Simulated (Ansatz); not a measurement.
The starting structures come from a database of crystals and need not be the phases stable at ambient conditions.

 Where the default PAW files enter, the runs use the earlier of Ansatz's two default sets.

Crystal: RbBr (Fm-3m, rock salt, not sure to be the ambient phase, 2 atoms a cell, 41.3 Å³ an atom); planes in its conventional cell.

Computed with r2SCAN (plane waves, PAW; Ansatz, a quantum-chemistry and plane-wave program).

The gap is the functional's own, uncorrected, and κ follows it; spin-orbit coupling is left out. Mid-gap values are interpolated between the computed energies.

```json
[
 {"plane": "(001)", "area of the cell (Å²)": "23.9", "mid-gap κ (1/Å)": "0.34", "largest κ in the gap (1/Å)": "0.34"},
 {"plane": "(111)", "area of the cell (Å²)": "20.7", "mid-gap κ (1/Å)": "[?]", "largest κ in the gap (1/Å)": "[?]"},
 {"plane": "(110)", "area of the cell (Å²)": "33.8", "mid-gap κ (1/Å)": "[?]", "largest κ in the gap (1/Å)": "[?]"}
]
```

Problem. The slowest decay depends on the direction. Supply the withheld values.

Solution. 
- (111), mid-gap κ (1/Å): 0.39
- (111), largest κ in the gap (1/Å): 0.39
- (110), mid-gap κ (1/Å): 0.37
- (110), largest κ in the gap (1/Å): 0.38
